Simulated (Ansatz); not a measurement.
The reference is SnTe in the rock salt structure (space group Fm-3m, No. 225; a = 6.235 Å). Axes: x, y, z lie along the cube axes.

Computed with DFT with LDA, PAW potentials and a 420 eV plane-wave cutoff in Ansatz (an electronic-structure program), scalar-relativistic without spin-orbit coupling.

Before the change:

| Item | Value |
|---|---|
| Shortest interatomic distance | 5.891 bohr |

One thing is altered: biaxial strain +3.00 %, plane normal [001], relaxed out of plane (Cartesian); in-plane vectors clamped, the third vector and the atoms free.

Question: What does the calculation give for the ratio −ε⊥/ε∥, in-plane stress and shortest interatomic distance after the change?

Answer: The ratio −ε⊥/ε∥ amounts to 0.04; the mean in-plane stress (compression positive) amounts to -3.7 GPa; the shortest interatomic distance falls by 0.007 bohr, from 5.891 bohr to 5.884 bohr.

Stability against distortions was not tested.
